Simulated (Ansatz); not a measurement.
Base system: KMnBr3 in the cubic perovskite structure (space group Pm-3m, No. 221; ferromagnetic; a hypothetical phase, not in the database extracts checked).

```
CELL_PARAMETERS angstrom
      5.25470     0.00000     0.00000
      0.00000     5.25470     0.00000
      0.00000     0.00000     5.25470
ATOMIC_POSITIONS crystal
  K  0.00000 0.00000 0.00000
  Mn 0.50000 0.50000 0.50000
  Br 0.00000 0.50000 0.50000
  Br 0.50000 0.50000 0.00000
  Br 0.50000 0.00000 0.50000
```

All numbers come from PBEsol (Ansatz, a quantum-chemistry and plane-wave program; PAW; 420 eV plane waves; spin-orbit coupling left out).

Base values:

```
Property                         Value
-----------------------------  -------
Shortest interatomic distance  2.627 Å
```

It is then changed as follows: every Mn is replaced by Ni, then cell and atoms are relaxed.

Tabulated Pauling electronegativity and covalent radius: Mn 1.55, 1.39 Å; Ni 1.91, 1.24 Å.

Question: What happens to the shortest interatomic distance?

Answer: The shortest interatomic distance shrinks by 0.149 Å, from 2.627 Å to 2.478 Å.

Stability against distortions was not tested. No Hubbard U is applied and the magnetic state is the run's own (KNiBr3 weakly magnetic; KMnBr3 ferromagnetic); other magnetic orders, which need larger cells, were not tried and can change the gap. Many cubic perovskites are stable only at high temperature; tilts and polar distortions were not tested.
